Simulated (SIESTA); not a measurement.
SIESTA run on CaZn (P1, 2 atoms in the cell): self-consistent single point.

Method of the run: GGA PBEsol, numerical atomic orbitals DZP, PseudoDojo PBEsol standard norm-conserving potentials (rewritten from UPF to PSML) (SIESTA).

The change in words: lattice scaled by 0.98. Reference geometry:
```
CELL_PARAMETERS angstrom
      1.95899     1.13102     4.29705
     -1.95899     1.13102     4.29705
      0.00000    -2.26205     4.29705
ATOMIC_POSITIONS crystal
  Ca 0.99643 0.99747 0.99423
  Zn 0.50357 0.50253 0.50577
```

Reference input (self-consistent single point, DFT, GGA PBEsol, numerical atomic orbitals DZP, PseudoDojo PBEsol standard norm-conserving potentials (rewritten from UPF to PSML)): XC.functional = GGA; XC.authors = PBEsol; potentials = PseudoDojo PBEsol standard; PAO.BasisSize = DZP; PAO.EnergyShift = 0.005 Ry; MeshCutoff = 350 Ry; kgrid.MonkhorstPack = 7 7 7; OccupationFunction = MP; OccupationMPOrder = 0; ElectronicTemperature = 200 meV; MaxSCFIterations = 150; SCF.Mixer.Method = Broyden. This run's input differs from it in these lines:

```diff
@@ -12,5 +12,5 @@
 %block LatticeVectors
-     1.958990000    1.131023000    4.297053000
-    -1.958990000    1.131023000    4.297053000
-     0.000000000   -2.262047000    4.297053000
+     1.919810000    1.108403000    4.211112000
+    -1.919810000    1.108403000    4.211112000
+     0.000000000   -2.216806000    4.211112000
 %endblock LatticeVectors
@@ -18,4 +18,4 @@
 %block AtomicCoordinatesAndAtomicSpecies
-    -0.003835225    0.011631327   -0.096468609  1
-     0.003835225   -0.011632271   12.276848579  2
+    -0.003758520    0.011398694   -0.094539239  1
+     0.003758520   -0.011398694   12.031311779  2
 %endblock AtomicCoordinatesAndAtomicSpecies
```

Output (repeated stretches shortened):

```
        iscf     Eharris(eV)        E_KS(eV)     FreeEng(eV)     dDmax    Ef(eV) dHmax(eV)
   scf:    1    -6689.653764    -6720.051934    -6720.076965  2.030410 -2.061166 30.045316
   scf:    2    -6739.457325    -6732.042124    -6732.066287  1.548682 -2.598390  9.092626
   scf:    3    -6733.367601    -6732.809407    -6732.832951  0.323936 -2.747536  3.248094
   scf:    4    -6732.789882    -6732.870120    -6732.893424  0.276543 -2.932168  2.024568
   scf:    5    -6732.928625    -6732.901990    -6732.925819  0.039158 -2.938405  1.086677
   [... 11 lines left out ...]
   scf:   17    -6732.914529    -6732.914529    -6732.938571  0.000017 -2.941234  0.000211
   scf:   18    -6732.914529    -6732.914529    -6732.938571  0.000013 -2.941252  0.000163
   scf:   19    -6732.914529    -6732.914529    -6732.938571  0.000011 -2.941267  0.000127
   scf:   20    -6732.914529    -6732.914529    -6732.938571  0.000009 -2.941279  0.000099
SCF Convergence by DM+H criterion
max |DM_out - DM_in|         :     0.0000088370
max |H_out - H_in|      (eV) :     0.0000987644
SCF cycle converged after 20 iterations

Using DM_out to compute the final energy and forces

siesta: E_KS(eV) =            -6732.9145

siesta: E_KS - E_eggbox =     -6732.9145

siesta: Atomic forces (eV/Ang):
     1    0.011953   -0.035819    0.548421
     2   -0.013351    0.036394   -0.549103
   Tot   -0.001398    0.000575   -0.000681
   Max    0.549103
   Res    0.317597    sqrt( Sum f_i^2 / 3N )
   Max    0.549103    constrained

Stress tensor Voigt[x,y,z,yz,xz,xy] (kbar):      -58.90      -58.00      -34.53        0.49       -0.21        0.15
(Free)E + p*V (eV/cell)    -6731.2447
Target enthalpy (eV/cell)    -6732.9386

siesta: Program's energy decomposition (eV):
siesta: FreeEng =     -6732.938571

   [... lines left out ...]
siesta: Cell volume =         53.765537 Ang**3
siesta:          50.47760705         85.45944101  kBar
   [... lines left out ...]
               3dz2    3dxz    3dx2-y2
   2 20.034   2.000   1.997  -0.788   2.004   2.003   2.004   0.262   0.357
              0.262   1.971   1.982   1.986   1.982   1.971   0.018   0.000

              0.001   0.000   0.018

mulliken: Qtot =       30.000

Mulliken Atomic Populations:
Atom #   charge [q] valence [e]  Species
     1     0.033844    9.966156  Ca
     2    -0.033844   20.033844  Zn
 Total    -0.000000
```

The run converged in 20 iterations. Against the reference run the free energy goes up by 37.6 meV/atom, the pressure goes from 2.43 to 5.05 GPa and the largest force goes from 0.452 to 0.550 eV/Å.

The starting cell comes from a database of computed structures (which also holds hypothetical and non-ambient phases and stackings), without a prior relaxation at this level. Its atoms were displaced at random from the sites of space group no. 166. For this run, on top of that: lattice scaled by 0.98. Values carry the incompleteness of an atom-centred basis. With a pressure of about 5 GPa the cell is away from its equilibrium volume at this level.
